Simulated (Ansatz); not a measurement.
An Ansatz (a program for electronic structure) run: HfO2 with a change (pressure 30 GPa); DFT with PBE, PAW potentials and a 420 eV plane-wave cutoff in Ansatz, no spin-orbit coupling.

Input:

Ansatz 0.2 input:
```yaml
crystal:
  lattice:
    - [4.9790955064, 0, 0.086435491]
    - [0, 5.1944155985, 0]
    - [-0.7780989833, 0, 5.0178933617]
  atoms:
    - { symbol: Hf, position: [0.2767303973, 0.0394915803, 0.2112221622] }
    - { symbol: Hf, position: [0.7232696027, 0.5394915803, 0.2887778378] }
    - { symbol: Hf, position: [0.7232696027, 0.9605084197, 0.7887778378] }
    - { symbol: Hf, position: [0.2767303973, 0.4605084197, 0.7112221622] }
    - { symbol: O, position: [0.0910933928, 0.3726874023, 0.3088166964] }
    - { symbol: O, position: [0.9089066072, 0.8726874023, 0.1911833036] }
    - { symbol: O, position: [0.9089066072, 0.6273125977, 0.6911833036] }
    - { symbol: O, position: [0.0910933928, 0.1273125977, 0.8088166964] }
    - { symbol: O, position: [0.4423197972, 0.7619236494, 0.4882594235] }
    - { symbol: O, position: [0.5576802028, 0.2619236494, 0.0117405765] }
    - { symbol: O, position: [0.5576802028, 0.2380763506, 0.5117405765] }
    - { symbol: O, position: [0.4423197972, 0.7380763506, 0.9882594235] }
basis: { ecutwfc: 420, ecutrho_ratio: 4, xc_grid: 2, fft_grid_basis: typed }
kpoints: { mp_grid: { grid: [5, 5, 5] } }
hamiltonian:
  xc: pbe
  dispersion: none
  pseudopotentials: { kind: paw }
scf: { occupations: { method: fermi_dirac, width: 0.05 } }
relax: { f_tol: 0.01, max_steps: 60, cell: { stress_tol: 0.02, p_target: 30.0 } }
output: { forces: true, stress: true }
checkpoint: { write: state.ck, write_every: 1000 }
```

Output (explanatory and most iteration lines left out):

```
Relaxation: its limit of steps is 60 (relax.max_steps)
Pseudopotential: Hf, paw, valence charge 26
Pseudopotential: O, paw, valence charge 6
Crystal: 12 atoms, lattice volume = 130.130 Å³
Basis set: ecut = 420 eV, 2545 PW (Γ), exchange–correlation on 72×72×72 points (8 copies of the dense FFT grid, shifted against one another)
Bands: 92, of which v1, the nominal top of the filled ones, is band 76 counted from 1 (75 counted from 0)
Symmetry: 4 space group operations
Space group: P21/c (ITA 14), of the structure as read, at distance tolerance 5.1e-5 Å
k-points: 39 of 125
Functional: x = pbe(κ = 0.804, μ = 0.2195149727645171), c = pbe(β = 0.06672455060314922)
SCF iter   1: F=—  HF=-67446.162870 eV  |F-HF|=—  |Δ(HF+E_count)|=         —  Δρ=3.10e-3  dr2=5.04e-3  ethr=1.77e-3  ⟨swp⟩=5.9  Hψ=11311  notcnv=0  defer=80
SCF iter   2: F=—  HF=-67446.163082 eV  |F-HF|=—  |Δ(HF+E_count)|=   2.12e-4  Δρ=1.59e-3  dr2=1.30e-3  ethr=3.32e-6  ⟨swp⟩=2.0  Hψ=6588  notcnv=0  defer=123
SCF 1 converged in 7 iterations: F = -67446.163975 eV  dr2 = 9.66e-8
relax step   1: F+E_penalty+E_count = -67446.16397523 eV  Δ(F+E_penalty+E_count) = +0.000e0 eV  max|allowed force component| = 5.994e-4 eV/Å  Δτ_max = 0.0000 Å  P = +14.996 GPa  Ω = 130.130 Å³  (7 SCF iters, dr2 threshold 1.00e-7 eV, accepted)
[... steps on the carried basis left out ...]
relax step  14: F+E_penalty+E_count = -67444.79086600 eV  Δ(F+E_penalty+E_count) = +2.742e-4 eV  max|allowed force component| = 8.127e-4 eV/Å  Δτ_max = 0.0000 Å  P = +29.992 GPa  Ω = 120.265 Å³  stress off target by 1.53e-2 GPa  SCF on the basis re-selected at this cell (its energy is not comparable with the rows above)  (6 SCF iters)
SCF converged after 6 iterations
Free energy (F): -67444.790866 eV
Internal energy: -67444.790866 eV  (E = F + TS)
E sigma→0 (E₀):  -67444.790866 eV
Fermi energy:    19.457216 eV
--- Forces (eV/Å), atoms counted from 1 ---
  atom   1  Hf    -0.00081271     0.00031822    -0.00009595
  atom   2  Hf     0.00081271     0.00031822     0.00009595
  atom   3  Hf     0.00081271    -0.00031822     0.00009595
  atom   4  Hf    -0.00081271    -0.00031822    -0.00009595
  atom   5  O      0.00029121    -0.00008608     0.00008583
  atom   6  O     -0.00029121    -0.00008608    -0.00008583
  atom   7  O     -0.00029121     0.00008608    -0.00008583
  atom   8  O      0.00029121     0.00008608     0.00008583
  atom   9  O      0.00020424     0.00006265     0.00020287
  atom  10  O     -0.00020424     0.00006265    -0.00020287
  atom  11  O     -0.00020424    -0.00006265    -0.00020287
  atom  12  O      0.00020424    -0.00006265     0.00020287
--- Stress (GPa, compression-positive) ---
       29.994302      -0.000000       0.004773
       -0.000000      29.995237      -0.000000
        0.004773      -0.000000      29.987052
  P = ⅓ Tr σ = 29.9922 GPa (299.922 kbar)
--- Relaxed structure (11 steps of the walk, 10 accepted, 3 SCFs on fresh bases) ---
  cell:  # Å, volume = 120.2648 Å³
    - [4.868343289984703, 0.0, 0.2278346184044395]
    - [0.0, 5.165297863512972, 0.0]
    - [-0.6137068178571663, 0.0, 4.753854108427231]
  atoms:
    - { symbol: Hf, position: [0.2722123068346606, 0.035649884812971745, 0.22332066365512443] }
    - { symbol: Hf, position: [0.7277876931653393, 0.5356498848129716, 0.27667933634487546] }
    - { symbol: Hf, position: [0.7277876931653394, 0.9643501151870285, 0.7766793363448756] }
    - { symbol: Hf, position: [0.2722123068346606, 0.4643501151870284, 0.7233206636551243] }
    - { symbol: O, position: [0.10877135305435048, 0.3975901617852446, 0.27973247446380933] }
    - { symbol: O, position: [0.8912286469456494, 0.8975901617852445, 0.22026752553619058] }
    - { symbol: O, position: [0.8912286469456495, 0.6024098382147556, 0.7202675255361906] }
    - { symbol: O, position: [0.10877135305435046, 0.10240983821475537, 0.7797324744638092] }
    - { symbol: O, position: [0.4425306550400344, 0.7604433470080325, 0.49526669631353637] }
    - { symbol: O, position: [0.5574693449599655, 0.26044334700803246, 0.004733303686463564] }
    - { symbol: O, position: [0.5574693449599655, 0.23955665299196754, 0.5047333036864635] }
    - { symbol: O, position: [0.44253065504003447, 0.7395566529919676, 0.9952666963135363] }
```

Spin-orbit coupling, missing from the scalar runs, can matter with Hf. Load acts through the strain it causes; cell and atoms are relaxed under it. No phonon test of stability was made. No other phases were tried under pressure. The cell was made from HfO2 (space group P2_1/c, No. 14) by this change: pressure 30 GPa.
